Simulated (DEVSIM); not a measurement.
Structure: illuminated Si n-on-p cell, one wavelength, at 300 K.

Layer 1 from the left is Si, thickness (μm) 0.230, Nd (cm⁻³) 1.4e19, τn (s) 6.9e-6, τp (s) 0.00031, absorption coefficient (cm⁻¹) 48000. Layer 2 from the left is Si, thickness (μm) 83.0, Na (cm⁻³) 2e15, τn (s) 0.00033, τp (s) 0.00033, absorption coefficient (cm⁻¹) 48000.

Left contact: ohmic, minority hole recombination velocity 100 cm/s. Right contact: ohmic, minority electron recombination velocity 4e6 cm/s. Voltage is applied to the left contact. Recombination: SRH at mid-gap, radiative, Auger. Gap narrowing is on: ΔEg = 6.92 meV × (l + √(l² + 0.5)), l = ln(N/1.3e17 cm⁻³), shared equally by both band edges. Light enters at the left, 4e17 photons cm⁻² s⁻¹, one pass, no reflection. Mobility is constant in doping.

The device is made up for the run: typed textbook-type constants, with dimensions and the other settings drawn at random. Values at 300 K.

Si: gap (eV) 1.124, affinity (eV) 4.05, permittivity 11.7, Nc (cm⁻³) 2.86e19, Nv (cm⁻³) 3.1e19, μn (cm²/Vs) 1417, μp (cm²/Vs) 470, B (cm³/s) 4.7e-15, Cn (cm⁶/s) 2.8e-31, Cp (cm⁶/s) 9.9e-32.

Model (solved in DEVSIM): 1D drift-diffusion, Boltzmann statistics, complete ionisation; no tunnelling, impact ionisation, image-force lowering or self-heating.

**Question.** What does the simulation give for the dark forward voltage at 100 A/cm², the largest field in the device at zero bias, the dark forward voltage at 1 A/cm², the short-circuit current?

**Answer.** dark forward voltage at 100 A/cm² 0.819 V; largest field in the device at zero bias 130000 V/cm; dark forward voltage at 1 A/cm² 0.626 V; short-circuit current 63.9 mA/cm².
